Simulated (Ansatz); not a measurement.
Output of an Ansatz run (abridged):

```
WARN ansatz: RAYON_NUM_THREADS=1 ignored (pool sized by the plan → 1); use --threads N
Pseudopotentials: kind: paw
Pseudopotential: Ba, paw, valence charge 10
Pseudopotential: Ag, paw, valence charge 19
Pseudopotential: As, paw, valence charge 15
Crystal: 5 atoms, lattice volume = 115.100 Å³
Basis set: ecut = 420 eV, 2259 PW (Γ), exchange–correlation on 90×90×90 points (8 copies of the dense FFT grid, shifted against one another)
Bands: 47, of which v1, the nominal top of the filled ones, is band 39 counted from 1 (38 counted from 0)
Symmetry: 16 space group operations
Space group: I4/mmm (ITA 139), of the structure as read, at distance tolerance 4.9e-5 Å
k-points: 102 of 1000
PAW frozen core: Ba, regenerated for the run's functional, and the local potential with it
PAW frozen core: Ag, regenerated for the run's functional, and the local potential with it
PAW frozen core: As, regenerated for the run's functional, and the local potential with it
Initial density: superposition of atomic densities (neutral atoms: chi_scale 0, normalization atom), corrected by the library's trained network
Initial wavefunctions: pseudopotential atomic-orbital guess
Eigensolver: davidson
Functional: x = revpbe(κ = 1.245, μ = 0.2195149727645171), c = pbe(β = 0.06672455060314922)
SCF iter   1: F=—  HF=-30871.840239 eV  |F-HF|=—  |Δ(HF+E_count)|=         —  Δρ=3.98e-3  dr2=2.63e-2  ethr=1.77e-3  ⟨swp⟩=7.8  Hψ=19256  notcnv=0
all-band conjugate gradients solve this SCF's bands
preconditioner: auto → Kerker (q_TF=auto, 2.557 Å⁻¹)
SCF iter   2: F=—  HF=-30871.837005 eV  |F-HF|=—  |Δ(HF+E_count)|=   3.23e-3  S|Δr|=    0.00e0  Δρ=1.36e-3  dr2=2.34e-3  ethr=3.38e-5  ⟨swp⟩=2.1  Hψ=9326  notcnv=0  defer=1
SCF iter   3: F=—  HF=-30871.837014 eV  |F-HF|=—  |Δ(HF+E_count)|=   8.65e-6  S|Δr|=    0.00e0  Δρ=7.52e-4  dr2=9.58e-4  ethr=3.00e-6  ⟨swp⟩=1.2  Hψ=4639  notcnv=0  defer=1
SCF iter   4: F=—  HF=-30871.837066 eV  |F-HF|=—  |Δ(HF+E_count)|=   5.18e-5  S|Δr|=    0.00e0  Δρ=1.87e-4  dr2=7.13e-5  ethr=1.23e-6  ⟨swp⟩=2.0  Hψ=7904  notcnv=0  defer=1
SCF iter   5: F=—  HF=-30871.837084 eV  |F-HF|=—  |Δ(HF+E_count)|=   1.78e-5  S|Δr|=    0.00e0  Δρ=9.42e-5  dr2=1.97e-5  ethr=9.15e-8  ⟨swp⟩=2.0  Hψ=8251  notcnv=0  defer=1
SCF iter   6: F=—  HF=-30871.837085 eV  |F-HF|=—  |Δ(HF+E_count)|=   1.30e-6  S|Δr|=    0.00e0  Δρ=4.30e-5  dr2=2.99e-6  ethr=2.53e-8  ⟨swp⟩=2.0  Hψ=7983  notcnv=0  defer=1
SCF iter   7: F=—  HF=-30871.837085 eV  |F-HF|=—  |Δ(HF+E_count)|=   2.98e-7  S|Δr|=    0.00e0  Δρ=1.21e-5  dr2=3.58e-7  ethr=3.83e-9  ⟨swp⟩=2.0  Hψ=8166  notcnv=0  defer=1
SCF iter   8: F=-30871.837085 eV  HF=-30871.837085 eV  |F-HF|=1.24e-9  |Δ(HF+E_count)|=   5.44e-8  S|Δr|=    0.00e0  Δρ=3.62e-6  dr2=2.83e-8  ethr=1.28e-10  ⟨swp⟩=10.6  Hψ=24241  notcnv=0
SCF 1 converged in 8 iterations: F = -30871.837085 eV  dr2 = 2.83e-8
SCF converged after 8 iterations
Stability not checked (fill_not_monotonic)
Free energy (F): -30871.837085 eV
Harris-Foulkes:  -30871.837085 eV  (|F-HF|=1.24e-9)
Internal energy: -30871.835547 eV  (E = F + TS)
E sigma→0 (E₀):  -30871.836701 eV
Entropy (-TS):   -0.001538 eV (-0.308 meV/atom)
Fermi energy:    12.915584 eV
--- Per-component energies (eV) ---
  E_band       = -1061.114221
  E_kinetic    = 1431.798056
  E_local      = -10034.367405  (includes V_loc(G=0)·N_el)
  E_nonlocal   = -1127.274355
  E_hartree    = 4913.447623
  E_xc         = -698.616938
  E_vxc        = -765.985770  (∫ρ·V_xc dr)
  E_paw        = -16726.575612  (= ΣΔE_a)
  E_vpaw       = -392.183090  (= ΣTr[D̂ρ^β])
  E_aug_tail   = 0.000653  (compensation charges beyond the density's cutoff)
  E_ewald      = -8629.716871
  E_core_change = -0.530699  (= ΣΔE_core)
  E_smearing   = -0.001538  (= −TS)
  E_closure    = 0.000000  (closes the sum)
  Σ components = -30871.837085   (vs F -30871.837085, Δ=0.00e0)
--- Forces (eV/Å), atoms counted from 1 ---
  atom   1  Ba     0.00000000    -0.00000000    -0.00000000
  atom   2  Ag     0.00000000    -0.00000000     0.00000000
  atom   3  Ag     0.00000000    -0.00000000     0.00000000
  atom   4  As     0.00000000     0.00000000    -0.16904985
  atom   5  As     0.00000000     0.00000000     0.16904985
  max |Σ_I F_I| component: 2.78e-17 eV/Å
--- Stress (GPa, compression-positive) ---
        3.584556       0.000000       0.000000
        0.000000       3.584556      -0.000000
        0.000000       0.000000       5.772254
  P = ⅓ Tr σ = 4.3138 GPa (43.138 kbar)
  The stress holds the Pulay correction. Without it, at fixed plane waves, as pw.x and ABINIT print it: P = 4.2794 GPa
--- Band table (eV; the first three rows and the last of 102) ---
  k-point 0: bands = ["-79.5430", "-79.5412", "-43.0395", "-43.0362", "-43.0346", "-43.0346", "-43.0163", "-43.0163", "-23.0773", "-23.0109", "-23.0109", "-22.9835", "-22.9799", "-22.9799", "-22.8997", "-22.8987", "-22.8967", "-22.8952", "-15.1737", [...]
  k-point 1: bands = ["-79.5429", "-79.5413", "-43.0393", "-43.0364", "-43.0348", "-43.0327", "-43.0183", "-43.0162", "-23.0773", "-23.0109", "-23.0109", "-22.9834", "-22.9799", "-22.9799", "-22.8996", "-22.8987", "-22.8966", "-22.8952", "-15.1712", [...]
  k-point 2: bands = ["-79.5427", "-79.5415", "-43.0389", "-43.0368", "-43.0352", "-43.0278", "-43.0233", "-43.0158", "-23.0773", "-23.0110", "-23.0109", "-22.9834", "-22.9800", "-22.9798", "-22.8996", "-22.8987", "-22.8965", "-22.8952", "-15.1649", [...]
  k-point 101: bands = ["-79.5430", "-79.5412", "-43.0395", "-43.0362", "-43.0346", "-43.0346", "-43.0163", "-43.0163", "-23.0773", "-23.0110", "-23.0110", "-22.9834", "-22.9797", "-22.9797", "-22.8999", "-22.8985", "-22.8964", "-22.8954", [...]
```

The structure:

```
CELL_PARAMETERS angstrom
     -2.30125     2.30125     5.43360
      2.30125    -2.30125     5.43360
      2.30125     2.30125    -5.43360
ATOMIC_POSITIONS crystal
  Ba 0.00000 0.00000 0.00000
  Ag 0.75000 0.25000 0.50000
  Ag 0.25000 0.75000 0.50000
  As 0.38420 0.38420 0.00000
  As 0.61580 0.61580 0.00000
```

Question: What input produced this log?

Answer: Other spellings and defaults could give the same log, and not every line can be read from it. The input that was run (DFT, revPBE, plane waves, default PAW files made with PBE):

Ansatz 0.2 input:
```yaml
# Ba(AgAs)2
crystal:
  lattice:
    - [-2.30125000, 2.30125000, 5.43360000]
    - [2.30125000, -2.30125000, 5.43360000]
    - [2.30125000, 2.30125000, -5.43360000]
  atoms:
    - { symbol: Ba, position: [0.00000000, 0.00000000, 0.00000000] }
    - { symbol: Ag, position: [0.75000000, 0.25000000, 0.50000000] }
    - { symbol: Ag, position: [0.25000000, 0.75000000, 0.50000000] }
    - { symbol: As, position: [0.38420000, 0.38420000, 0.00000000] }
    - { symbol: As, position: [0.61580000, 0.61580000, 0.00000000] }
basis:
  ecutwfc: 420.0
kpoints:
  mp_grid: { grid: [10, 10, 10] }
hamiltonian:
  xc: revpbe
  pseudopotentials: { kind: paw }
scf:
  occupations: { method: methfessel_paxton, width: 0.272 }
output:
  forces: true
  eigenvalues: true
  stress: true
```

The starting cell comes from a database of published, mostly measured structures (it also holds non-ambient and calculated ones), without a prior relaxation at this level. With a pressure of about 4 GPa the cell is away from its equilibrium volume at this level. Ansatz's pressure includes its estimate of the finite-basis (Pulay) stress. The run gives no clean gap (levels at the Fermi energy touch, overlap or are partly filled at this smearing), which alone does not show that the compound is a metal.

Ansatz is an electronic-structure program.
